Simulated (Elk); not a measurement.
Elk run on Al₂Cu (I4/mcm, 6 atoms in the cell): self-consistent single point.

Method: PBE, all-electron FP-LAPW, Elk's shipped species files, default APW+lo basis (Elk).

The change in words: lattice scaled by 0.98. Reference geometry:
```yaml
crystal:
  lattice:
    - [-2.99890, 2.99890, 2.39274]
    - [2.99890, -2.99890, 2.39274]
    - [2.99890, 2.99890, -2.39274]
  atoms:
    - { symbol: Al, position: [0.84139, 0.65861, 0.50000] }
    - { symbol: Al, position: [0.15861, 0.34139, 0.50000] }
    - { symbol: Al, position: [0.65861, 0.15861, 0.81722] }
    - { symbol: Al, position: [0.34139, 0.84139, 0.18278] }
    - { symbol: Cu, position: [0.25000, 0.25000, 0.00000] }
    - { symbol: Cu, position: [0.75000, 0.75000, 0.00000] }
```

Reference input (self-consistent single point, DFT, PBE, all-electron FP-LAPW, Elk's shipped species files, default APW+lo basis): xctype = 20; stype = 0; swidth = 0.00999582 Ha; ngridk = 6 6 6; maxscl = 100. This run's input differs from it in these lines:

```diff
@@ -19,5 +19,5 @@
 avec
-   -2.9989000000    2.9989000000    2.3927350000
-    2.9989000000   -2.9989000000    2.3927350000
-    2.9989000000    2.9989000000   -2.3927350000
+   -2.9389220000    2.9389220000    2.3448800000
+    2.9389220000   -2.9389220000    2.3448800000
+    2.9389220000    2.9389220000   -2.3448800000
```

Output, abridged:

```
│ Self-consistent loop started │
│ Loop number : 1 │
 total energy                :     -4219.47863091
│ Loop number : 2 │
 total energy                :     -4225.86013133
RMS change in Kohn-Sham potential (target) :   0.9806603909     (  0.1000000000E-05)
Absolute change in total energy (target)   :    6.381500417     (  0.1000000000E-03)
│ Loop number : 3 │
 total energy                :     -4223.51440754
RMS change in Kohn-Sham potential (target) :   0.9938022027     (  0.1000000000E-05)
Absolute change in total energy (target)   :   0.7503486854     (  0.1000000000E-03)
│ Loop number : 4 │
   [... lines left out ...]
Absolute change in total energy (target)   :   0.8078646570E-03 (  0.1000000000E-03)
│ Loop number : 17 │
 total energy                :     -4281.63082320
RMS change in Kohn-Sham potential (target) :   0.9323236288E-07 (  0.1000000000E-05)
Absolute change in total energy (target)   :   0.1473026887E-03 (  0.1000000000E-03)
│ Loop number : 18 │
 total energy                :     -4281.63081400
RMS change in Kohn-Sham potential (target) :   0.3796709594E-07 (  0.1000000000E-05)
Absolute change in total energy (target)   :   0.2762428630E-04 (  0.1000000000E-03)
Convergence targets achieved

│ Loop number : 19 │

Energies :
 Fermi                       :     0.312383107972
 total energy                :     -4281.63081151

Density of states at Fermi energy :    48.71729231
 (states/Hartree/unit cell)

Estimated indirect band gap :   0.5144006266E-03
 from k-point     20 to k-point     11
Estimated direct band gap   :   0.1971305276E-02
 at k-point      1

Charges :
 core                        :    40.00000000
 valence                     :    70.00000000
 interstitial                :    8.855822151
 muffin-tins (core leakage)
  species :    1 (Al)
   atom    1                 :    11.27985238     (  0.4757449496E-03)
   atom    2                 :    11.27985238     (  0.4757449496E-03)
   atom    3                 :    11.27985238     (  0.4757449496E-03)
   atom    4                 :    11.27985238     (  0.4757449496E-03)
  species :    2 (Cu)
   atom    1                 :    28.01238417     (  0.5148376326E-03)
   atom    2                 :    28.01238417     (  0.5148376326E-03)
 total in muffin-tins        :    101.1441778
 total calculated charge     :    109.9530127
 total charge                :    110.0000000
 error                       :   0.4698731369E-01

│ Self-consistent loop stopped │
```

The run converged in 19 iterations. The count includes the last loop, which Elk runs after its targets are met. 

The starting cell comes from a database of computed structures (which also holds hypothetical and non-ambient phases and stackings), without a prior relaxation at this level. For this run, on top of that: lattice scaled by 0.98. Spin polarisation is off. Values depend on the basis (sphere radii, cutoffs, local orbitals), which need not be converged. The log's line on a gap gives a spacing of levels on this mesh, which the program prints for metals too.

Cost on one core of a shared machine: roughly 70 s.
